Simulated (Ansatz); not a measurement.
tetragonal BaTiO3 (1 0 1) on zinc-blende GaP (1 1 0) (film strained to the substrate, started from cuts of the bulks and a machine-learned relaxation; metallic at this level, with no gap by band count; slabs Ga8P8 and Ba4Ti4O12, which can lie off the formulas)…

A periodic stack without vacuum, tetragonal BaTiO3 (1 0 1) on zinc-blende GaP (1 1 0) (film strained to the substrate, started from cuts of the bulks and a machine-learned relaxation; metallic at this level, with no gap by band count; slabs Ga8P8 and Ba4Ti4O12, which can lie off the formulas): substrate slab Ga8P8, film Ba4Ti4O12, surface cells [[0, -1], [1, -1]] and [[1, 0], [1, 1]], film strained by -4.9 and -2.3 %, outermost planes GaP/GaP and O/BaOTi as cut, which need not be the usual terminations and can put a slab off its formula.

The start was prepared with a machine-learned potential, and the result is one local minimum, with the in-plane cell held and forces under 0.04 eV/Å; the film can end far from its bulk form.

These are PBE (plane waves to 420 eV, PAW; Ansatz, a quantum-chemistry and plane-wave program) values and carry that method's errors. No spin–orbit coupling; the runs are not spin-polarised; PBE gaps are too small against experiment. Its k-point mesh 7×4×1, Fermi–Dirac width 0.05 eV.

| Quantity | Result |
|---|---|
| interface area | 21.4 Å² |
| period | 28.92 Å |
| heights between the nearest atoms of the two slabs at the two interfaces | 1.46 and 2.17 Å |
| Ba–Ga contacts across the interfaces within 1.22 times the sum of covalent radii | 3, mean 3.46 Å |
| Ga–O contacts across the interfaces within 1.22 times the sum of covalent radii | 2, mean 1.98 Å |
| Ba–P contacts across the interfaces within 1.22 times the sum of covalent radii | 2, mean 3.54 Å |
| P–Ti contacts across the interfaces within 1.22 times the sum of covalent radii | 1, mean 2.70 Å |
| two interfaces | unlike, so that offsets are their mean |

```
CELL_PARAMETERS angstrom
      3.89418    -0.00024    -0.02114
      3.89379     5.50500    -0.18357
      0.17041    -0.38019    28.94793
ATOMIC_POSITIONS crystal
  Ga 0.68940 0.01442 0.10909
  Ga 0.81035 0.39290 0.06887
  Ga 0.65555 0.04756 0.24651
  Ga 0.67122 0.53196 0.18047
  Ga 0.62108 0.08179 0.38290
  Ga 0.64023 0.56271 0.31397
  Ga 0.78409 0.92025 0.54354
  Ga 0.61580 0.58751 0.44807
  P  0.47341 0.22988 0.03354
  P  0.44211 0.76159 0.11089
  P  0.42350 0.27970 0.17713
  P  0.40497 0.79813 0.24626
  P  0.39076 0.31215 0.31327
  P  0.37585 0.82703 0.37987
  P  0.36606 0.33703 0.45136
  P  0.26230 0.94220 0.50000
  Ba 0.26077 0.94329 0.64087
  Ti 0.26352 0.44053 0.63165
  O  0.53074 0.17352 0.59415
  O  0.01231 0.69199 0.59417
  O  0.75920 0.44485 0.64615
  Ba 0.73538 0.46845 0.74072
  Ti 0.73515 0.96873 0.74004
  O  0.98926 0.71475 0.69851
  O  0.50108 0.20293 0.69821
  O  0.23257 0.97124 0.75084
  Ba 0.21117 0.99243 0.84545
  Ti 0.21034 0.49327 0.84409
  O  0.46592 0.23773 0.80270
  O  0.97329 0.73037 0.80287
  O  0.70885 0.49460 0.85564
  Ba 0.68634 0.51698 0.94958
  Ti 0.68164 0.02147 0.94726
  O  0.95329 0.75022 0.90847
  O  0.44761 0.25565 0.90655
  O  0.19631 0.00696 0.95836
```
